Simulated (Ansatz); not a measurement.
# RhGe2 (model structure, started from the MoSi2 type, I4/mmm, No. 139, 3 atoms in the cell): formation enthalpy by level of theory

No measured value is used here.

```csv
level (code),value (eV/atom)
PBE (Ansatz),-0.123
PBEsol (Ansatz),-0.175
PBE-D3(BJ) (Ansatz),___
```

**Question.** What belongs in the gaps?

**Answer.** 
- PBE-D3(BJ) (Ansatz, a program for electronic structure), value (eV/atom): -0.188

Each level is taken at its own relaxed cell. Ansatz's density-functional and Hartree–Fock values are scalar-relativistic unless marked +SOC, with PAW data made under PBE.

A model structure was made by putting elements into a prototype or built by hand; it is no filed structure, need not be a known phase, and can be a saddle point held by its symmetry.
